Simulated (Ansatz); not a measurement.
Structure of amorphous W₂₄C₁₂N₁₂ (periodic cell):

```
W2CN
1.0
    8.23145     0.00000     0.00000
    0.00000     8.23145     0.00000
    0.00000     0.00000     8.23145
W C N
24 12 12
Direct
  0.82988   0.19392   0.39503
  0.56882   0.92401   0.19375
  0.78475   0.31139   0.01724
  0.16522   0.78648   0.91633
  0.22586   0.09892   0.77616
  0.59735   0.23855   0.74781
  0.04530   0.04868   0.10755
  0.85471   0.52685   0.27360
  0.90304   0.00046   0.78074
  0.00318   0.79254   0.40342
  0.51521   0.88867   0.85713
  0.55615   0.39914   0.29922
  0.02662   0.44868   0.58088
  0.46979   0.53221   0.94730
  0.40702   0.20602   0.05055
  0.83568   0.77781   0.05344
  0.31440   0.81885   0.59825
  0.11288   0.40920   0.89410
  0.37918   0.12469   0.43411
  0.15435   0.32699   0.27779
  0.36593   0.46879   0.61058
  0.61077   0.66293   0.47499
  0.30942   0.67474   0.24409
  0.77455   0.56027   0.77042
  0.77790   0.03456   0.08090
  0.50084   0.66711   0.71874
  0.63804   0.09349   0.98786
  0.07875   0.77426   0.15451
  0.40091   0.78081   0.04230
  0.08516   0.89694   0.66523
  0.44155   0.84259   0.38894
  0.44868   0.03926   0.66667
  0.25690   0.09321   0.22738
  0.35098   0.33070   0.82846
  0.34460   0.43902   0.16016
  0.70997   0.54947   0.04705
  0.97010   0.02243   0.35693
  0.99454   0.18943   0.90628
  0.01694   0.60913   0.81060
  0.75700   0.81034   0.81471
  0.75989   0.77532   0.29373
  0.80457   0.15383   0.62533
  0.19313   0.61169   0.48904
  0.60237   0.14176   0.35234
  0.19885   0.27192   0.52693
  0.85359   0.62377   0.52230
  0.00272   0.43301   0.10779
  0.60798   0.41257   0.56326
```

Method: PBE, scalar-relativistic without spin-orbit coupling (plane waves to 420 eV, PAW; Ansatz, a program for electronic structure). Neutral PBE cell, which sets geometry, pressure and energy: sampling: a 2×2×2 Γ-centred mesh; Fermi-Dirac width 0.1 eV; no spin polarisation.

Preparation: random packing, a CHGNet melt and quench, and a DFT relaxation. N atoms were pushed apart under 1.9 Å during the dynamics, to hinder bonds among them. The hot cell started wider than the set density and was brought back towards it in steps. It is the lowest in DFT energy of 2 quenches. It is a model cell: composition and starting density were chosen by hand, and all elements were melted together. No dispersion term was used. Its density started from a set value of 16.59 and ended at 14.07 g/cm³. The simulated quench (nominally 450 K/ps over its main leg) is rapid and tends to freeze in more defects than a deposited or slowly cooled glass has. A cell of this size samples the disorder only roughly. The volume was free in the relaxation, at fixed shape.

Q: Give the pressure, the energy against reference phases and the spacing of the highest filled and lowest empty levels.

A: 
```json
{
  "Pressure on a 2×2×2 Γ-centred mesh": "0.21 GPa",
  "Largest force and stress component on that mesh (the relaxation ran on one k-point at (1/4, 1/4, 1/4))": "0.36 eV/Å and 2.1 GPa",
  "Energy relative to hexagonal WC + W2N3 (Cm) + bcc W (lowest mix at this level among the phases computed, not always the ambient ones)": "0.449 eV/atom",
  "Gap on a 2×2×2 Γ-centred mesh (PBE)": "within the smearing (under twice its width)"
}
```

Cut-offs for bonds: W-W 3.04 Å, W-C 2.35 Å, W-N 2.64 Å, C-C 1.78 Å, C-N 1.76 Å, N-N 1.70 Å. Two cations that share two anions don't count as bonded, nor two that share one unless they lie closer than W-W 2.95 Å, W-C 2.29 Å, C-C 1.63 Å.
